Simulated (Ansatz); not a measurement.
# SnO: axis ratio against pressure

SnO (litharge, P4/nmm, 17.516 Å³/atom and stress up to 0.01 GPa in the relaxed cell, c along z) under hydrostatic pressure, with the cell free. PBE-D3(BJ) in Ansatz, a plane-wave DFT program (PAW, default set), 420 eV, 12×12×10 Γ-centred mesh, Fermi-Dirac smearing 0.05 eV; ions are relaxed, or left where forces stay under 0.02 eV/Å, within the symmetry of each cell.

Here P stands for pressure and y for c/a.

```
pressure (GPa)    c/a
--------------  -----
-1.0            1.268
0.0             1.240
0.3             1.234
0.7             1.226
1.5             1.214
3.0                 ?
```

Fit y against P with a straight line, and predict the withheld value at P = 3.0.

Means: P 0.30000, y 1.2364. About the means, the sum of products is -0.073200 and the sum of squares of P is 3.3800; the slope is their ratio. Least squares gives y = 1.2429 - 0.02166·P. Residuals (row less fit): 0.0034, -0.0029, -0.0024, -0.0017, 0.0036; standard error 0.0037 (degrees of freedom: 3). At the withheld row, y = 1.2429 - 0.02166 × 3.0 = 1.1779. The calculation gives 1.196, 0.0181 above the prediction (25.1 % of the range of y in the table). The row lies outside the fitted rows, so this is an extrapolation. From the scatter of the fitted rows alone, a prediction at this place has a standard error of 0.0068, so the miss is 2.7 times that.

A polynomial of degree 2 through the 6 other runs of the series gives 1.223 there. This level leaves no gap over 0.05 eV at pressure 0.0, 0.3, 0.7, 1.5, 3.0 GPa. Other structures, which can take over under pressure, weren't tried. Rows are the converged runs of the series near zero and its far end, less any whose ions stayed unrelaxed beside relaxed ones; series whose fitted rows scatter by over a few per cent of the range, as at a crossing or softening among them, aren't shown in this form. Most that stay on the fit to the last digits aren't either.
